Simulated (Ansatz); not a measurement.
**SiC: response to strain**

Consider SiC in the zinc blende structure (space group F-43m, No. 216; a = 4.357 Å). Axes: x, y, z lie along the cube axes.

Strains are applied to the cell and any free atomic positions relax; under biaxial strain the out-of-plane vector relaxes too.

Computed with Kohn–Sham DFT with the r2SCAN functional, run in Ansatz (a quantum-chemistry and plane-wave program) with PAW and 500 eV plane waves, no spin-orbit coupling, earlier PAW set.

Candidates:
(a) biaxial strain +1.26 %, plane normal [001], relaxed out of plane
(b) isotropic strain −4.35 %
(c) uniaxial strain ε_xx = +1.05 %

Notes on the quantities. energy relative to the base: free energy F.

### Question
Order them by energy relative to the base, lowest first.

### Answer
(c) uniaxial strain ε_xx = +1.05 % (+1.5 meV/atom), (a) biaxial strain +1.26 %, plane normal [001], relaxed out of plane (+4.6 meV/atom), (b) isotropic strain −4.35 % (+142 meV/atom)

Stability against distortions was not tested.
